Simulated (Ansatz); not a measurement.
Start from CaO in the rock salt structure (space group Fm-3m, No. 225; a = 4.831 Å). Axes: x, y, z lie along the cube axes.

Computed with PBE, PAW, 420 eV (Ansatz, a first-principles code; no SOC).

Now apply this change: every lattice vector is stretched by 0.62 %, atoms relaxed at fixed cell.

Q: Predict the stress tensor and what it implies for the stiffness.

A: Stress of the strained cell less that of the base (GPa, compression positive):
```
  -1.88    0.00    0.00
   0.00   -1.88    0.00
   0.00    0.00   -1.88
```

Then B = −ΔP/(ΔV/V₀) with ΔV/V₀ = 0.0187 gives secant stiffness values (nonlinear terms included at this strain): B ≈ 100 GPa.

Whether these cells are dynamically stable was not tested.
